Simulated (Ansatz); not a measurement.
The parent structure is AlN in the zinc blende structure (space group F-43m, No. 216).

```
AlN
1.0
    0.00000     2.18488     2.18488
    2.18488     0.00000     2.18488
    2.18488     2.18488     0.00000
Al N
1 1
Direct
  0.00000   0.00000   0.00000
  0.25000   0.25000   0.25000
```

Cartesian axes are those of the cell as printed.

Method: Ansatz (a quantum-chemistry and plane-wave program), r2SCAN, PAW, cutoff 500 eV, spin-orbit coupling left out.

Modification: an isotropic linear strain of −2.00 %; the atoms relax in the strained cell.

Q: Predict the stress tensor and what it implies for the stiffness.

A: Stress of the strained cell less that of the base (GPa, compression positive):
```
  14.32    0.00    0.00
   0.00   14.32    0.00
   0.00    0.00   14.32
```

Then B = −ΔP/(ΔV/V₀) with ΔV/V₀ = -0.0588 gives secant stiffness values (nonlinear terms included at this strain): B ≈ 243 GPa.

As a check, the harmonic strain energy −½ V₀ Δσ:ε is 28 meV/atom; the computed energy rise is 26 meV/atom.

No phonon test of stability was made. This is not the structure that AlN has at room temperature and ambient pressure.
